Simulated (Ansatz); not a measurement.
The starting structures come from a database of crystals and need not be the phases stable at ambient conditions.

The decay constant κ of evanescent states in the gap governs leakage through a thin film.

Data:

```yaml
crystal:
  lattice:
    - [7.63617, 0.00000, 0.00000]
    - [2.58710, 7.18456, 0.00000]
    - [2.52453, -3.59228, 4.39065]
  atoms:
    - { symbol: Zn, position: [0.00000, 0.00000, 0.00000] }
    - { symbol: In, position: [0.50000, 0.50000, 0.00000] }
    - { symbol: In, position: [0.75000, 0.75000, 0.50000] }
    - { symbol: Te, position: [0.60743, 0.13075, 0.04477] }
    - { symbol: Te, position: [0.91402, 0.34780, 0.47855] }
    - { symbol: Te, position: [0.13075, 0.60743, 0.95523] }
    - { symbol: Te, position: [0.34780, 0.91402, 0.52145] }
```

Space group of this cell: I-4. The cell is taken as given; by PBEsol its mean pressure is -1.0 GPa.

Transport runs along the normal of the first two printed cell vectors, the (110) plane of the conventional cell.

The gap is the functional's own. No spin-orbit coupling. Mid-gap values are interpolated on the energy grid.

Predict the band gap and the smallest decay constant κ at mid-gap from PBEsol run with Ansatz (a quantum-chemistry and plane-wave program).

Gap 0.85 eV on a 8×8×8 mesh; κ = 0.066 1/Å, at the zone centre.
